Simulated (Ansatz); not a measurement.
Base system: WC (space group P-6m2, No. 187; relaxed with 0.1 eV smearing).

```yaml
crystal:
  lattice:
    - [2.92246, 0.00000, 0.00000]
    - [-1.46123, 2.53092, 0.00000]
    - [0.00000, 0.00000, 2.84619]
  atoms:
    - { symbol: W, position: [0.00000, 0.00000, 0.00000] }
    - { symbol: C, position: [0.33333, 0.66667, 0.50000] }
```

Computed with Ansatz (an electronic-structure program), PBE, PAW, cutoff 420 eV, no spin-orbit coupling.

For the base:

```
Item       Result
--------  -------
Pressure  0.0 GPa
Band gap     zero
```

Now apply this change: every lattice vector is shortened by 2.00 %; the atoms relax in the strained cell.

Question: What does the calculation give for the pressure after the change?

Answer: The pressure (mean of the normal stresses, compression positive) goes from zero to 26.6 GPa.

Question: Estimate the effect on the energy relative to the base.

Answer: The energy goes up by 49 meV/atom.

Question: Estimate the effect on the band gap.

Answer: The band gap is still zero.

No phonon test of stability was made. The final runs are not spin-polarised.
